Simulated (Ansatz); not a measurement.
## InSb under a change: biaxial strain +2.50 %, plane normal [111], relaxed out of plane

The parent structure is InSb in the zinc blende structure (space group F-43m, No. 216; a = 6.519 Å). Axes: x, y, z lie along the cube axes.

Perturbation: tensile biaxial strain of 2.50 % in the plane normal to [111], as in epitaxy on a mismatched substrate; the out-of-plane cell vector and the atoms relax.

All numbers come from plane-wave PAW DFT at the PBEsol level (Ansatz, an electronic-structure program, 420 eV), spin-orbit coupling left out. k-mesh 12×12×12 (Γ-centred); smearing 0.05 eV (Fermi–Dirac).

The space group becomes R3m (No. 160) (base: F-43m (No. 216)) and the energy rises by 11 meV/atom. The pressure (mean of the normal stresses, compression positive) goes from zero to -1.3 GPa and the band gap is still zero. The out-of-plane strain comes out as -1.53 % (rough) and the mean in-plane stress (compression positive) amounts to -2.0 GPa (rough).

Without a gap, meshes like the base's 12×12×12 leave anisotropic stresses uncertain by several tenths of a GPa, and small strain energies with them. Spin-orbit coupling, missing from the scalar runs, can matter with Sb. Stability against distortions was not tested. The final runs are not spin-polarised. A zero or small gap of InSb can be the functional's error rather than a property of the material.
